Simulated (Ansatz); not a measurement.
```
CELL_PARAMETERS angstrom
      0.00000     1.84049     1.84049
      1.78014     0.06035     1.78014
      1.78014     1.78014     0.06035
ATOMIC_POSITIONS crystal
  C  0.99944 0.00056 0.00056
  C  0.25056 0.24944 0.24944
```

No spin polarisation.

Calculations: DFT with r2SCAN, PAW potentials and a 500 eV plane-wave cutoff in Ansatz (a first-principles code), scalar-relativistic without spin-orbit coupling. Settings: 16×16×16 k-points, 0.05 eV Fermi–Dirac smearing.

### Question
Predict the band gap, valence-band top at Γ and gap character.

### Answer
- Band gap: 3.59 eV
- Valence-band top at Γ (three highest levels, from the VBM): 0.00, -0.15, -0.19 eV
- Gap character: indirect, Γ → X

The cells carry an imposed strain or load. No phonon test of stability was made. The cell was made from C in the diamond structure (space group Fd-3m, No. 227) by this change: tensor shear ε_yz = +3.39 %.
